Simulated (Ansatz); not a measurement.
## C: response to strain

Base system: C in the diamond structure (space group Fd-3m, No. 227; a = 3.5538 Å). Axes: x, y, z lie along the cube axes.

Strains are applied to the cell and any free atomic positions relax.

Calculations: PBEsol (Ansatz, a first-principles code, PAW, without spin-orbit coupling).

Notes on the quantities. energy relative to the base: free energy F; pressure: mean of the normal stresses, compression positive.

```tsv
change	energy relative to the base	gap character	pressure	volume per atom
base	0 meV/atom	–	0.00 GPa	5.61 Å³
uniaxial strain ε_zz = −3.00 %	+17 meV/atom	indirect, Γ → k = (3/8, 3/8, 0) in the run's primitive reciprocal basis	14.50 GPa	5.44 Å³
uniaxial strain ε_zz = −2.50 %	+12 meV/atom	indirect, Γ → Γ–M (75 % along)	11.94 GPa	5.47 Å³
uniaxial strain ε_zz = −2.00 %	(withheld)	indirect, Γ → Γ–M (75 % along)	9.44 GPa	5.50 Å³
uniaxial strain ε_zz = −1.50 %	+4.3 meV/atom	indirect, Γ → k = (3/8, 3/8, 0) in the run's primitive reciprocal basis	7.00 GPa	5.53 Å³
uniaxial strain ε_zz = −1.00 %	+1.9 meV/atom	indirect, Γ → k = (3/8, 3/8, 0) in the run's primitive reciprocal basis	4.61 GPa	5.55 Å³
uniaxial strain ε_zz = +0.50 %	+0.5 meV/atom	indirect, Γ → Γ–X (75 % along)	(withheld)	5.64 Å³
uniaxial strain ε_zz = +1.00 %	+1.8 meV/atom	indirect, Γ → Γ–X (75 % along)	-4.39 GPa	5.67 Å³
uniaxial strain ε_zz = +1.50 %	+4.1 meV/atom	indirect, Γ → Γ–X (75 % along)	-6.51 GPa	5.69 Å³
uniaxial strain ε_zz = +3.00 %	+16 meV/atom	indirect, Γ → Γ–X (75 % along)	(withheld)	5.78 Å³
```

Problem. Complete the table.

Solution. 
- uniaxial strain ε_zz = −2.00 %, energy relative to the base: +7.6 meV/atom
- uniaxial strain ε_zz = +0.50 %, pressure: -2.22 GPa
- uniaxial strain ε_zz = +3.00 %, pressure: -12.57 GPa

Stability against distortions was not tested. k-point labels follow each cell's own Brillouin zone.
